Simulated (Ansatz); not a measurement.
Base system: InP in the zinc blende structure (space group F-43m, No. 216; a = 5.878 Å). Axes: x, y, z lie along the cube axes.

Computed with Ansatz (a quantum-chemistry and plane-wave program) PBEsol, no spin-orbit coupling.

Before the change:

* **Pressure**: 0.00 GPa
* **Gap character**: direct at Γ
* **Volume per atom**: 25.39 Å³

It is then changed as follows: tensile biaxial strain of 0.42 % in the plane normal to [111], as in epitaxy on a mismatched substrate; the out-of-plane cell vector and the atoms relax.

Task: What does the calculation give for the pressure after the change?

Result: The pressure (mean of the normal stresses, compression positive) goes from zero to -0.39 GPa.

Task: What happens to the gap character?

Result: The gap character stays direct at Γ.

Task: Estimate the effect on the volume per atom.

Result: The volume per atom goes up by 0.15 Å³ (25.39 Å³ → 25.54 Å³).

Task: What does the calculation give for the energy relative to the base after the change?

Result: The energy grows by 0.4 meV/atom.

Stability against distortions was not tested. Labels are those of the standard path for the cell's own space group.
